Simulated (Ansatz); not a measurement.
Input and output of a zone-centre phonon calculation for C (Fd-3m, 2 atoms in the cell) (Ansatz, an electronic-structure program).

Method: PBE (plane waves, PAW; Ansatz).

```yaml
crystal:
  lattice:
    - [0.00000, 1.79426, 1.79426]
    - [1.79426, 0.00000, 1.79426]
    - [1.79426, 1.79426, 0.00000]
  atoms:
    - { symbol: C, position: [0.50000, 0.50000, 0.50000] }
    - { symbol: C, position: [0.75000, 0.75000, 0.75000] }
```

Reference input (self-consistent single point, DFT, PBE, plane waves, default PAW files): basis.ecutwfc = 420 eV; kpoints.mp_grid.grid = 13 13 13; hamiltonian.xc = pbe; hamiltonian.pseudopotentials = {kind: paw} (the program's default PAW files); scf.occupations.method = fixed. This run's input differs from it in these lines:

```diff
@@ -20,6 +20,6 @@
     method: fixed
-output:
-  forces: true
-  eigenvalues: true
-  stress: true
+phonons:
+  method: dfpt
+  dielectric: true
+  rigid_motions: translations
```

Output (repeated stretches shortened):

```
SCF iter   1: F=—  HF=-501.612676 eV  |F-HF|=—  |Δ(HF+E_count)|=         —  Δρ=1.97e-3  dr2=1.85e-4  ethr=1.77e-3  ⟨swp⟩=3.9  Hψ=16146  notcnv=0  defer=563
all-band conjugate gradients solve this SCF's bands
preconditioner: auto → none
SCF iter   2: F=—  HF=-501.612674 eV  |F-HF|=—  |Δ(HF+E_count)|=   1.78e-6  Δρ=9.22e-4  dr2=3.37e-5  ethr=2.31e-6  ⟨swp⟩=2.3  Hψ=6562  notcnv=0  defer=650
SCF iter   3: F=—  HF=-501.612715 eV  |F-HF|=—  |Δ(HF+E_count)|=   4.08e-5  Δρ=1.00e-4  dr2=5.29e-7  ethr=4.21e-7  ⟨swp⟩=2.2  Hψ=4414  notcnv=0  defer=530
SCF iter   4: F=—  HF=-501.612715 eV  |F-HF|=—  |Δ(HF+E_count)|=   6.03e-8  Δρ=3.00e-5  dr2=6.03e-8  ethr=6.62e-9  ⟨swp⟩=2.0  Hψ=4110  notcnv=0
SCF iter   5: F=—  HF=-501.612715 eV  |F-HF|=—  |Δ(HF+E_count)|=   4.57e-9  Δρ=7.44e-6  dr2=4.04e-9  ethr=7.53e-10  ⟨swp⟩=2.0  Hψ=4082  notcnv=0
SCF iter   6: F=-501.612715 eV  HF=-501.612715 eV  |F-HF|=1.69e-11  |Δ(HF+E_count)|=  9.11e-10  Δρ=7.60e-7  dr2=4.46e-11  ethr=1.25e-12  ⟨swp⟩=5.2  Hψ=16489  notcnv=0
SCF 1 converged in 6 iterations: F = -501.612715 eV  dr2 = 4.46e-11
DFPT response loops at Γ: preconditioner auto → none (the input reference at scf.mixing.eps_inf says where Resta's filter doesn't serve); β = 0.50 …
── the response to a field inside a basis, on 14×14×14 k-points: an SCF that follows is theirs, and a resumed run solves both again ──
Crystal: 2 atoms, lattice volume = 11.553 Å³
Bands: 5, of which v1, the nominal top of the filled ones, is band 4 counted from 1 (3 counted from 0)
k-points: 280 of 2744 (irreducible under 12 space group operations)
Initial density: handed on by an earlier stage of this run
Initial wavefunctions: pseudopotential atomic-orbital guess (no wavefunctions were taken with the density)
Eigensolver: Dense (280 Hₖ)
   [... lines left out ...]
Free energy (F): -501.612715 eV
Fermi energy:    12.990152 eV
   [... lines left out ...]
  optical modes at Γ + LO–TO along q̂ = [1.0000, 0.0000, 0.0000]:
      ω (cm⁻¹)  modes    IR ((D/Å)²/amu)
       1271.72      3             0.0000
  optical modes at Γ + LO–TO along q̂ = [0.0000, 1.0000, 0.0000]:
      ω (cm⁻¹)  modes    IR ((D/Å)²/amu)
       1271.72      3             0.0000
  optical modes at Γ + LO–TO along q̂ = [0.0000, 0.0000, 1.0000]:
      ω (cm⁻¹)  modes    IR ((D/Å)²/amu)
       1271.72      3             0.0000
```

The run converged in 9 iterations. 

Summary of the result:
| Property | Result |
|---|---|
| Free energy E − TS (on the zero of these files) | -501.6127 eV |
| Top of the valence band (on the code's own zero) | 12.99 eV |
| Gap on the k-point mesh | 4.11 eV |
| Zone-centre frequencies (cm⁻¹; negative means imaginary) | 0, 0, 0, 1272, 1272, 1272 |
| ε∞ at this k-point mesh, which may be far from converged in small-gap cells (xx, yy, zz) | 5.87, 5.87, 5.87 |
| Born charges at this mesh (mean of the diagonal, e) | C 0.00, C 0.00 |

The starting cell comes from a database of computed structures (which also holds hypothetical and non-ambient phases and stackings), without a prior relaxation at this level. Its lattice was rescaled by a random factor within 2.5 % of one.

Cost on one core of a shared machine: roughly 30 s.

Keys are those of Ansatz 0.2.
